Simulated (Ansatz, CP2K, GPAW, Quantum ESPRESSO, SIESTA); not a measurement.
# SrPd₂ (Fd-3m, 6 atoms in the cell) computed with different codes at matched settings

Self-consistent single point.

```
SrPd2
1.0
    0.00000     3.93562     3.93562
    3.93562     0.00000     3.93562
    3.93562     3.93562     0.00000
Sr Pd
2 4
Direct
  0.75000   0.75000   0.75000
  0.50000   0.50000   0.50000
  0.12500   0.62500   0.12500
  0.12500   0.12500   0.12500
  0.62500   0.12500   0.12500
  0.12500   0.12500   0.62500
```

Shared settings, as Ansatz (an electronic-structure program) writes them: kpoints.mp_grid.grid = 7 7 7; scf.occupations.method = gaussian; scf.occupations.width = 0.136 eV. Potentials and cutoffs stand in the table.

| code | model | pressure (GPa) | cutoff |
|---|---|---|---|
| Ansatz | LDA (PW92), PAW files made with PBE | -6.67 | default |
| SIESTA | LDA PW92, numerical atomic orbitals DZP, PseudoDojo LDA standard norm-conserving potentials (rewritten from UPF to PSML) | 1.91 | grid 400 Ry |
| GPAW | LDA (Perdew-Wang 92), GPAW PAW datasets LDA (gpaw-data 1.0.1) | -6.23 | 600 eV |
| Quantum ESPRESSO | LDA (PZ), GBRV 1.5 ultrasoft (LDA) pseudopotentials | -6.49 | 40 Ry |
| CP2K | LDA (Pade form), GPW, DZVP-MOLOPT-SR-GTH basis, GTH-PADE potentials (GTH_POTENTIALS) | -9.46 | grid 500 Ry |

On Ansatz's run: spin polarisation is off.

The spread over the programs that give each value: pressure within 11.37 GPa.

SIESTA and CP2K use small atom-centred bases, whose incompleteness enters pressures, forces and empty levels differently from a plane-wave cutoff. Ansatz's pressure is given at a fixed set of plane waves, as the other plane-wave codes print theirs. The same LDA comes in different parametrisations, which differ slightly. In the pressure, SIESTA (by 8.39) and CP2K (by 2.98) lie more than 1 GPa from the median of the plane-wave programs.

The starting cell comes from a database of computed structures (which also holds hypothetical and non-ambient phases and stackings), without a prior relaxation at this level.

Left out of this page: Elk and FLEUR (not drawn, or without a comparable value).

Keys are those of Ansatz 0.2.
